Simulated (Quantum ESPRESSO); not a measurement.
**Quick settings and what they miss: K3SnSb3 (Cm, 7 atoms in the cell)**

Self-consistent single point.

```
K3SnSb3
1.0
    9.11245    -2.25189     0.00000
    9.11245     2.25189     0.00000
   -0.71860     0.00000     7.14505
K Sn Sb
3 1 3
Direct
  0.00254   0.00254   0.00095
  0.70591   0.70591   0.25050
  0.28990   0.28990   0.74791
  0.08433   0.08433   0.49206
  0.37243   0.37243   0.25292
  0.62555   0.62555   0.75180
  0.91933   0.91933   0.50385
```

Computed with PBEsol, GBRV 1.5 ultrasoft (PBESOL) pseudopotentials (plane waves; Quantum ESPRESSO 7.5).

Base settings: ecutwfc = 40 Ry; ecutrho = 200 Ry; occupations = smearing; smearing = cold; degauss = 0.0073499 Ry; K_POINTS = automatic 3 3 2 0 0 0; conv_thr = 1e-09 Ry.

Tight run (finer mesh or higher cutoff; not a proven limit): ecutwfc: 40 Ry → 56 Ry; ecutrho: 200 Ry → 280 Ry; conv_thr: 1e-09 Ry → 7.3e-11 Ry; K_POINTS: automatic 3 3 2 0 0 0 → automatic 5 5 3 0 0 0. It gave top of the valence band (on the code's own zero) 4.94 eV; gap on the k-point mesh 0.23 eV; pressure -2.31 GPa; largest force (vector length) 0.385 eV/Å.

Quick runs, as changes from the base:
- A: the base itself
- B: ecutwfc: 40 Ry → 28 Ry; ecutrho: 200 Ry → 140 Ry; smearing: cold → fd; degauss: 0.0073499 Ry → 0.0147 Ry; K_POINTS: automatic 3 3 2 0 0 0 → automatic 4 4 4 0 0 0
- C: ecutwfc: 40 Ry → 32 Ry; ecutrho: 200 Ry → 160 Ry; degauss: 0.0073499 Ry → 0.036749 Ry; K_POINTS: automatic 3 3 2 0 0 0 → automatic 2 2 2 0 0 0
- D: ecutwfc: 40 Ry → 20 Ry; ecutrho: 200 Ry → 100 Ry; smearing: cold → mp; degauss: 0.0073499 Ry → 0.019992 Ry; K_POINTS: automatic 3 3 2 0 0 0 → automatic 2 2 2 1 1 1

Energies are extrapolated to zero smearing width, which holds to low order in the width alone (under cold and Methfessel-Paxton smearing the free energy itself is taken).

Dashes: gap of B, C, no gap found.

Gaps are read on each run's own mesh, which may miss the band edges.

The count of work is k-points × plane waves × bands × iterations; it is no time. Core times come from one kind of shared machine and are given to one figure; runs under 30 s give none.

The starting cell comes from a database of computed structures (which also holds hypothetical and non-ambient phases and stackings), without a prior relaxation at this level. Its lattice was rescaled by a random factor within 2.5 % of one. Spin-orbit coupling is off.

| run | energy less tight (meV/atom) | pressure less tight (GPa) | largest miss in a force vector (eV/Å) | gap on the mesh less tight (eV) | count of work / tight | core time / tight (rough) |
|---|---|---|---|---|---|---|
| A | 53.1 | -0.16 | 0.120 | 0.058 | 0.18 | 0.1 |
| B | 715.5 | -16.39 | 0.154 | – | 0.31 | 0.1 |
| C | 270.6 | -4.59 | 0.408 | – | 0.10 | 0.07 |
| D | 8932.9 | -138.92 | 0.198 | 0.166 | 0.025 | 0.03 |

Among the runs at the tight run's level, the energy misses run from 53.1 to 8932.9 meV/atom.

Left out of this page: 2 runs of the series outside the window shown, repeating another row's setting, or not comparable.
